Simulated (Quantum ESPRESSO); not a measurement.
## Short convergence ladders for Sb (R-3m, 2 atoms in the cell)

```
CELL_PARAMETERS angstrom
      3.97713    -2.16578     0.00000
      3.97713     2.16578     0.00000
      2.79774     0.00000     3.56101
ATOMIC_POSITIONS crystal
  Sb 0.23791 0.23791 0.23791
  Sb 0.76650 0.76650 0.76650
```

Base method: PBEsol, GBRV 1.5 ultrasoft (PBESOL) pseudopotentials (plane waves; Quantum ESPRESSO).

Base settings: ecutwfc = 40 Ry; ecutrho = 200 Ry; occupations = smearing; smearing = fermi-dirac; degauss = 0.0073499 Ry; potentials = {Sb: sb_pbesol_v1.4.uspp.F.UPF}; K_POINTS = automatic 3 3 3 0 0 0; conv_thr = 1e-10 Ry; mixing_beta = 0.7.

The count of work is k-points × plane waves × bands × iterations; it is no time. 

**The cutoff for other potential files**

Level: DFT, PBEsol, plane waves, PSlibrary ultrasoft (PBE, semicore) pseudopotentials.

In this ladder: pseudopotentials = {Sb: Sb.pbe-dn-rrkjus_psl.1.0.0.UPF}; input_dft = pbesol. Moved along: ecutrho.

The second cell is the first with its lattice scaled by 0.98.

The mesh stays at the base's, so the ladder's end is converged at best in this setting alone.

Only quantities that move along the ladder and can be compared are tabulated; the gap is left out on so coarse a mesh.

```csv
ecutwfc,free energy less the last step's (meV/atom),energy of the compressed cell less the first (meV/atom),pressure (GPa),largest difference of a force vector from the last step's (eV/Å),count of work / last
25 Ry,38785.90,285.30,-938.63,0.549,0.12
30 Ry,9224.78,167.44,-288.38,0.090,0.18
38 Ry,699.37,10.87,-31.45,0.007,0.23
47 Ry,154.84,17.00,-0.51,0.001,0.28
55 Ry,125.11,16.59,-2.08,0.001,0.35
66 Ry,34.22,16.92,-1.60,0.000,0.46
82 Ry,13.13,16.80,-0.47,0.000,0.64
110 Ry,0.00,16.80,-0.51,0.000,1.0
```

Coarsest ecutwfc that holds the pressure within 1 GPa of the last step, with all finer ones: 82 Ry; the step before is off by 1.1 GPa.

Coarsest ecutwfc that holds the energy of the compressed cell less the first within 2 meV/atom of the last step, with all finer ones: 47 Ry, at 0.28 of the last step's count of work; the step before is off by 5.9 meV/atom.

Coarsest ecutwfc that holds the forces within 0.01 eV/Å of the last step, with all finer ones: 38 Ry, at 0.23 of the last step's count of work; the step before is off by 0.090 eV/Å.

At the lowest cutoff the pressure lies 938 GPa under the last step's, the usual sign of Pulay stress in an incomplete plane-wave basis.

**The density cutoff**

The second cell is the first with its lattice scaled by 0.98.

The mesh stays at the base's, so the ladder's end is converged at best in this setting alone.

Only quantities that move along the ladder and can be compared are tabulated; the gap is left out on so coarse a mesh.

| ecutrho | free energy less the last step's (meV/atom) | energy of the compressed cell less the first (meV/atom) | pressure (GPa) | largest difference of a force vector from the last step's (eV/Å) |
|---|---|---|---|---|
| 80 Ry | -387.38 | 36.34 | 13.44 | 0.498 |
| 120 Ry | -2.27 | 15.12 | -0.46 | 0.003 |
| 160 Ry | -0.01 | 14.79 | -0.62 | 0.000 |
| 200 Ry | 0.01 | 14.79 | -0.62 | 0.000 |
| 240 Ry | -0.06 | 14.80 | -0.62 | 0.000 |
| 320 Ry | -0.01 | 14.79 | -0.62 | 0.000 |
| 400 Ry | 0.00 | 14.79 | -0.62 | 0.000 |
| 480 Ry | 0.01 | 14.79 | -0.62 | 0.000 |
| 640 Ry | 0.00 | 14.79 | -0.61 | 0.000 |

Coarsest ecutrho that holds the forces within 0.01 eV/Å of the last step, with all finer ones: 120 Ry; the step before is off by 0.50 eV/Å.

Coarsest ecutrho that holds the free energy within 1 meV/atom of the last step, with all finer ones: 160 Ry; the step before is off by 2.3 meV/atom.

Coarsest ecutrho that holds the energy of the compressed cell less the first within 0.2 meV/atom of the last step, with all finer ones: 160 Ry; the step before is off by 0.33 meV/atom.

The energy difference between the two cells stays within 1 meV/atom of the last step's from 120 Ry on, the total only from 160 Ry on: much of the error is common to both cells and cancels.

On the base run: the starting cell has typed, rounded lattice constants, without a prior relaxation at this level. Its lattice was rescaled by up to half a per cent. One atom was moved a little off its site on purpose.
